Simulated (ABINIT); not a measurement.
A self-consistent single point of BaP₂Os₂ (I4/mmm, 5 atoms in the cell) with ABINIT.

Method of the run: PBEsol, norm-conserving pseudopotentials (PseudoDojo nc-sr-04 PBEsol standard) (plane waves; ABINIT).

The change in words: lattice scaled by 0.98. Reference geometry:
```xyz
5
Lattice="-2.0295 2.0295 6.1635 2.0295 -2.0295 6.1635 2.0295 2.0295 -6.1635" Properties=species:S:1:pos:R:3 pbc="T T T"
Ba     0.0000     0.0000     0.0000
P      0.0000     0.0000     8.0999
P      0.0000     0.0000     4.2272
Os     2.0295     0.0000     3.0818
Os     0.0000     2.0295     3.0818
```

Reference input (self-consistent single point, DFT, PBEsol, plane waves, norm-conserving pseudopotentials (PseudoDojo nc-sr-04 PBEsol standard)): pseudos = [Ba.upf, P.upf, Os.upf]; ecut = 37 Ha; ixc = -116133; occopt = 3; tsmear = 0.00183747 Ha; ngkpt = 7 7 7; nshiftk = 1; shiftk = 0 0 0; potentials = PseudoDojo nc-sr-04 PBEsol standard; nband = 34; kptopt = 1; nstep = 100. This run's input differs from it in these lines:

```diff
@@ -3,7 +3,7 @@
 pseudos "Ba.upf, P.upf, Os.upf"
-acell 12.8483516958 12.8483516958 12.8483516958
+acell 12.5913836966 12.5913836966 12.5913836966
 rprim
-        -0.2985017808    0.2985017808    0.9065281980
-         0.2985017808   -0.2985017808    0.9065281980
-         0.2985017808    0.2985017808   -0.9065281980
+        -0.2985017437    0.2985017437    0.9065282224
+         0.2985017437   -0.2985017437    0.9065282224
+         0.2985017437    0.2985017437   -0.9065282224
 natom 5
```

The program printed (abridged):

```
--- !BeginCycle
solver: {iscf: 7, nstep: 100, nline: 4, wfoptalg: 0, }
tolerances: {toldfe: 1.00E-09, }
...

     iter   Etot(hartree)      deltaE(h)  residm     vres2
 ETOT  1  -244.10180180454    -2.441E+02 9.500E-02 7.377E+02
 ETOT  2  -244.27981036903    -1.780E-01 1.896E-02 7.518E+02
 ETOT  3  -244.29944134853    -1.963E-02 4.455E-03 1.546E+01
 ETOT  4  -244.30064917964    -1.208E-03 2.508E-03 3.535E+00
 ETOT  5  -244.30075847742    -1.093E-04 1.594E-03 3.475E-01
   [... 5 lines left out ...]
 ETOT 11  -244.30078457715    -2.823E-09 1.839E-04 3.712E-05
 ETOT 12  -244.30078457941    -2.255E-09 1.738E-04 1.253E-07
 ETOT 13  -244.30078457958    -1.774E-10 1.483E-04 1.340E-07
 ETOT 14  -244.30078457963    -4.709E-11 1.177E-04 1.074E-07
 At SCF step   14, etot is converged :
  for the second time, diff in etot=  4.709E-11 < toldfe=  1.000E-09

 Cartesian components of stress tensor (hartree/bohr^3)
  sigma(1 1)= -2.83288518E-04  sigma(3 2)=  0.00000000E+00
  sigma(2 2)= -2.83288518E-04  sigma(3 1)=  0.00000000E+00
  sigma(3 3)= -1.29338827E-04  sigma(2 1)=  0.00000000E+00

 ----iterations are completed or convergence reached----

 reduced coordinates (array xred) for    5 atoms
       0.000000000000      0.000000000000      0.000000000000
       0.657080000000      0.657080000000      0.000000000000
       0.342920000000      0.342920000000      0.000000000000
       0.250000000000      0.750000000000      0.500000000000
       0.750000000000      0.250000000000      0.500000000000
 cartesian forces (eV/Angstrom) at end:
   [... lines left out ...]
 Fermi (or HOMO) energy (hartree) =   0.40812   Average Vxc (hartree)=  -0.42894
   [... lines left out ...]
total_energy        : -2.44300784579631E+02
total_energy_eV     : -6.64776242649550E+03
band_energy         : -2.13720533171950E+01
...

-Cartesian components of stress tensor (GPa)         [Pressure=  6.8248E+00 GPa]
- sigma(1 1)= -8.33463455E+00  sigma(3 2)=  0.00000000E+00
- sigma(2 2)= -8.33463455E+00  sigma(3 1)=  0.00000000E+00
- sigma(3 3)= -3.80527904E+00  sigma(2 1)=  0.00000000E+00

 Calculation completed.
```

The run converged in 14 iterations. Against the reference run the free energy goes up by 12.0 meV/atom, the pressure goes from -3.06 to 6.82 GPa and the largest force goes from 0.166 to 1.180 eV/Å.

The starting cell comes from a database of computed structures (which also holds hypothetical and non-ambient phases and stackings), without a prior relaxation at this level. For this run, on top of that: lattice scaled by 0.98. Spin polarisation is off. With a pressure of about 7 GPa the cell is away from its equilibrium volume at this level. Forces in this geometry exceed 1 eV/Å.

Cost on one core of a shared machine: roughly 10 min.
